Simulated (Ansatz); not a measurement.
Base system: GaCuSe2 in the chalcopyrite structure (space group I-42d, No. 122; a = 5.6718 Å, c = 11.2626 Å).

The values are results of DFT with PBE, PAW potentials and a 420 eV plane-wave cutoff in Ansatz (an electronic-structure program), no spin-orbit coupling, not measurements.

One change was made to it. Results:

The c/a ratio is nearly the same (1.986 against 1.985); the density rises by 0.08 g/cm³ (5.34 g/cm³ → 5.42 g/cm³); the shortest interatomic distance decreases by 0.0125 Å, from 2.430 Å to 2.417 Å.

**Question.** Which of these changes matches the shifts?
A. pressure 15 GPa
B. pressure 9 GPa
C. pressure 4.5 GPa
D. pressure 22.5 GPa
E. pressure 0.9 GPa

**Answer.** E, pressure 0.9 GPa. For comparison, the density in the other runs: pressure 22.5 GPa gives 6.65 g/cm³; pressure 9 GPa gives 5.98 g/cm³; pressure 4.5 GPa gives 5.69 g/cm³; pressure 15 GPa gives 6.31 g/cm³.

Load acts through the strain it causes; cell and atoms are relaxed under it. No phonon test of stability was made. No other phases were tried under pressure. The final runs are not spin-polarised.
